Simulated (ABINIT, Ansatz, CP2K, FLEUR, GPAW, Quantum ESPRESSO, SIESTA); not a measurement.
**One structure in several programs: H4BrN (P-43m, 6 atoms in the cell)**

Self-consistent single point.

```xyz
6
Lattice="4.0001 0.0000 0.0000 0.0000 4.0001 0.0000 0.0000 0.0000 4.0001" Properties=species:S:1:pos:R:3 pbc="T T T"
H      0.5969     0.5969     3.4032
H      0.5969     3.4032     0.5969
H      3.4032     3.4032     3.4032
H      3.4032     0.5969     0.5969
Br     2.0000     2.0000     2.0000
N      0.0000     0.0000     0.0000
```

Shared settings, as Ansatz (a program for electronic structure) writes them: kpoints.mp_grid.grid = 4 4 4; scf.occupations.method = fixed. Potentials and cutoffs stand in the table.

```json
[
 {"code": "Quantum ESPRESSO", "model": "LDA (PZ), GBRV 1.5 ultrasoft (LDA) pseudopotentials", "pressure (GPa)": "0.87", "largest force (eV/Å)": "0.865", "gap on the mesh (eV)": "3.923", "cutoff": "40 Ry"},
 {"code": "Ansatz", "model": "LDA (PW92), default PAW files made with PBE", "pressure (GPa)": "-0.37", "largest force (eV/Å)": "0.587", "gap on the mesh (eV)": "3.926", "cutoff": "420 eV"},
 {"code": "CP2K", "model": "LDA (Pade form), GPW, DZVP-MOLOPT-SR-GTH basis, GTH-PADE potentials (GTH_POTENTIALS)", "pressure (GPa)": "-0.04", "largest force (eV/Å)": "0.617", "gap on the mesh (eV)": "5.175", "cutoff": "grid 450 Ry"},
 {"code": "GPAW", "model": "LDA (Perdew-Wang 92), GPAW PAW datasets LDA (gpaw-data 1.0.1)", "pressure (GPa)": "–", "largest force (eV/Å)": "0.626", "gap on the mesh (eV)": "3.938", "cutoff": "950 eV"},
 {"code": "SIESTA", "model": "LDA PW92, numerical atomic orbitals DZP, PseudoDojo LDA standard norm-conserving potentials (rewritten from UPF to PSML)", "pressure (GPa)": "-0.14", "largest force (eV/Å)": "1.183", "gap on the mesh (eV)": "4.044", "cutoff": "grid 400 Ry"},
 {"code": "FLEUR", "model": "LDA (Perdew-Zunger), all-electron FLAPW (FLEUR), scalar-relativistic valence", "pressure (GPa)": "–", "largest force (eV/Å)": "–", "gap on the mesh (eV)": "3.934", "cutoff": "Kmax 4.8 1/bohr"},
 {"code": "ABINIT", "model": "LDA (PW92), norm-conserving pseudopotentials (PseudoDojo nc-sr-04 LDA standard)", "pressure (GPa)": "-0.21", "largest force (eV/Å)": "0.533", "gap on the mesh (eV)": "3.935", "cutoff": "84 Ry"}
]
```

A dash marks a value that a program does not give, or that is left out as unsure.

Gaps are read on the mesh.

The spread over the programs that give each value: pressure within 1.24 GPa; largest force within 0.650 eV/Å; gap on the mesh within 1.252 eV.

CP2K and SIESTA use small atom-centred bases, whose incompleteness enters pressures, forces and empty levels differently from a plane-wave cutoff. FLEUR treats all electrons, but the usual bases taken here (sphere radii, linearisation, local orbitals, empty states) were not tested for convergence, so the values are no reference for the others. Ansatz's pressure is given at a fixed set of plane waves, as the other plane-wave codes print theirs; with its correction for the finite basis it is 0.01 GPa (the shift of 0.38 GPa shows how far the cutoff is from converged). The pressure of GPAW is left out: its cutoff lies under the one at which its stress was checked. The same LDA comes in different parametrisations, which differ slightly. In the pressure, Quantum ESPRESSO (by 1.08) lies more than 1 GPa from the median of the plane-wave programs. In the gap, CP2K (by 1.244) lies more than 0.12 eV from the median of the plane-wave programs. In the force vectors, Quantum ESPRESSO (by 0.259) and SIESTA (by 0.577) lie more than 0.08 eV/Å from the median of the plane-wave programs.

The starting cell comes from a database of computed structures (which also holds hypothetical and non-ambient phases and stackings), without a prior relaxation at this level.

Keys are those of Ansatz 0.2.
